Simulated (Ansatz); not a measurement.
The starting structures come from a database of crystals and need not be the phases stable at ambient conditions.

Tunnelling through a barrier is set by its complex band structure: the current falls as exp(−2κd) with the smallest κ.

Input:

```
Cs3I9Sb2
1.0
    8.51747     0.00000     0.00000
   -4.25874     7.37635     0.00000
    0.00000     0.00000    10.52962
Cs Sb I
3 2 9
Direct
  0.00000   0.00000   0.00000
  0.66667   0.33333   0.67136
  0.33333   0.66667   0.32864
  0.66667   0.33333   0.18810
  0.33333   0.66667   0.81190
  0.50000   0.00000   0.00000
  0.00000   0.50000   0.00000
  0.50000   0.50000   0.00000
  0.16782   0.33564   0.66340
  0.83218   0.66436   0.33660
  0.66436   0.83218   0.66340
  0.33564   0.16782   0.33660
  0.16782   0.83218   0.66340
  0.83218   0.16782   0.33660
```

Space group of this cell: P-3m1. The cell is taken as given.

Transport runs along the normal of the first two printed cell vectors, the (001) plane of the conventional cell.

The gap is the functional's own, uncorrected, and κ follows it; spin-orbit coupling is left out. Mid-gap values are interpolated between the computed energies.

**Question.** Give the band gap and the smallest decay constant κ at mid-gap that r2SCAN (Ansatz, a first-principles code) yields.

**Answer.** Gap 1.65 eV on a 6×6×4 mesh; κ = 0.173 1/Å, at the zone centre.
